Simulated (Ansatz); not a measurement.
BP (F-43m), r2SCAN with spin-orbit coupling, rigid bands (Ansatz, a program for electronic structure): N_v = 2.27e19 cm⁻³ at 300 K and a hole conductivity mass of 0.399 mₑ.

Task: For 1e17 holes per cm³ at 300 K, place the Fermi level, estimate the Seebeck coefficient of a parabolic band with constant τ, and give mobility and conductivity for τ = 10 fs.

Result: The level lies k_BT ln(N_v/p) = 0.140 eV above the valence-band maximum. S ≈ +(k_B/e)[ln(N_v/p) + 5/2] = 683 μV/K, against 711 μV/K from the full bands (mean over directions). μ = eτ/m = 44.1 cm²/(V·s) and σ = peμ = 0.706 S/cm. τ is assumed, not computed.

Band transport and this doping are assumed; polarons and phonon drag are left out. Geometry: cell and atoms relaxed with PBEsol.
